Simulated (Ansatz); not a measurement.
Take InP in the zinc blende structure (space group F-43m, No. 216; a = 5.9598 Å) as the base.

(Cell as relaxed with PBE.)

Levels (all Ansatz, an electronic-structure program, PAW, earlier PAW set): PBE (420 eV, no SOC); r2SCAN (500 eV, spin-orbit coupling left out).

Each level relaxes its own structure.

```json
[
 {"base": "volume per atom", "PBE": "26.46 Å³", "r2SCAN": "25.77 Å³"},
 {"base": "lattice parameter a", "PBE": "5.960 Å", "r2SCAN": "5.907 Å"},
 {"base": "band gap", "PBE": "0.44 eV", "r2SCAN": "1.02 eV"}
]
```

It is then changed as follows: a fraction x = 0.667 of the In sites is given to Ga, ordered in a cell of 6 atoms (starting symmetry I-4m2) and fully relaxed.

| quantity | PBE | r2SCAN |
|---|---|---|
| electron mass | 0.086 mₑ along c, 0.075 mₑ across (at Γ) | 0.16 mₑ along c, 0.12 mₑ across (at Γ) |
| valence-band top at Γ (three highest levels, from the VBM) | 0.00, 0.00, -0.13 eV | 0.00, 0.00, -0.15 eV |
| shift of the gap caused by the change | +0.54 eV | +0.59 eV |

PBE's shift of the gap caused by the change lies 0.05 eV below r2SCAN's. Neither level is exact; r2SCAN is the comparison here, not a measurement.

Each cell is one ordered arrangement of few atoms, which overstates ordering effects compared with a random alloy. Effective masses come from finite differences of ±0.01 Å⁻¹. Stability against distortions was not tested.
